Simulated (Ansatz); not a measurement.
For RhGe4 (P3₁21, No. 152, 15 atoms in the cell; start mp-1104286), PBEsol in Ansatz (plane waves, PAW) gives:

```
Item                             Result
------------------------------  -------
equilibrium lattice constant a  6.169 Å
lattice parameter c             7.810 Å
```

Question: What does r²SCAN (PAW; Ansatz, a program for electronic structure) give for the same quantities?

Answer: 
- lattice constant a: 6.212 Å (increases by 0.7 %)
- lattice parameter c: 7.835 Å (rises by 0.3 %)

Changes are worked out from the printed values.

Unless a cell is named, each level is at its own relaxed cell (PBEsol 17.16, r²SCAN 17.46 Å³/atom).

The crystal itself was run without spin with PBEsol, r²SCAN; a magnetic state was not tried in these runs.

Caveats: the relaxation could not lower the start's symmetry, so the cell can be a saddle point above a distorted one (PBEsol, r²SCAN). Ansatz's density-functional and Hartree–Fock values are scalar-relativistic unless marked +SOC, with PAW data made under PBE.

A start named mp-… is a Materials Project structure, which need not be a measured phase.
